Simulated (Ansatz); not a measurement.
The starting structures come from a database of crystals and need not be the phases stable at ambient conditions.

 Where the default PAW files enter, the runs use the earlier of Ansatz's two default sets.

Input:

```
TiO2
1.0
    3.76694     0.00000     0.00000
    0.00000     6.61621     0.00000
    1.88347    -1.79349     5.88641
Ti O
4 8
Direct
  0.19529   0.71624   0.60942
  0.80471   0.28376   0.39058
  0.90007   0.71040   0.19986
  0.09993   0.28960   0.80014
  0.94165   0.36998   0.11670
  0.05835   0.63002   0.88330
  0.36193   0.70660   0.27614
  0.63807   0.29340   0.72386
  0.86719   0.00471   0.26562
  0.13281   0.99529   0.73438
  0.26349   0.34750   0.47302
  0.73651   0.65250   0.52698
```

Space group of this cell: C2/m. The cell is taken as given; by r2SCAN its mean pressure is -5.6 GPa.

All values below come from r2SCAN (plane waves, PAW; Ansatz, a quantum-chemistry and plane-wave program).

The current runs along the normal of the first two printed vectors; no spin-orbit coupling. Scaled by the factor s: all lengths (ions clamped). Meshes 8×6×8 and 8×6 across the current in all rows.

| s | mean pressure (GPa) | band gap (eV) |
|---|---|---|
| 0.98 | 7.7 | ? |
| 1.00 | -5.6 | 3.12 |
| 1.02 | -15.6 | 2.89 |

Problem. Take the slope of the band gap against ln s from the two given rows, extrapolate to s = 0.98, and say what the run there gives.

Solution. Slope = (2.89 − 3.12) / ln 1.02 = -11.6 eV. The line gives 3.12 + (-11.6) × ln 0.98 = 3.35 eV. The run gives 3.35 eV, as the line does.
